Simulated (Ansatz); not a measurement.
Reference: CaO (Fm-3m), r2SCAN, rigid bands (plane waves, PAW, scalar-relativistic; Ansatz, a first-principles code); axes and stresses refer to this cell.

```
CaO
1.0
    0.00000     2.38357     2.38357
    2.38357     0.00000     2.38357
    2.38357     2.38357     0.00000
Ca O
1 1
Direct
  0.00000   0.00000   0.00000
  0.50000   0.50000   0.50000
```

Seebeck coefficient, p-type 1e19 cm⁻³: 454 μV/K
Seebeck coefficient, n-type 1e19 cm⁻³: -333 μV/K
band gap: 4.20 eV

Problem. After one change the values are Seebeck coefficient, p-type 1e19 cm⁻³ 365 μV/K; Seebeck coefficient, n-type 1e19 cm⁻³ -241 μV/K; band gap 3.95 eV. Name the change that produced these shifts.
(A) uniaxial stress along [001] of 11 GPa (compression positive)
(B) biaxial stress in (111) of -8.8 GPa (compression positive)
(C) biaxial stress in (001) of -2.2 GPa (compression positive)
(D) biaxial stress in (111) of 2.2 GPa (compression positive)

Solution. A, uniaxial stress along [001] of 11 GPa (compression positive)

Seebeck coefficients are for the stated density at 300 K, with one relaxation time for all states and whether or not that doping can be reached. Spin-orbit coupling is left out unless a row names it. Stresses and pressures are the targets of the relaxation.  The structure type is held under load, also where the real crystal would transform.
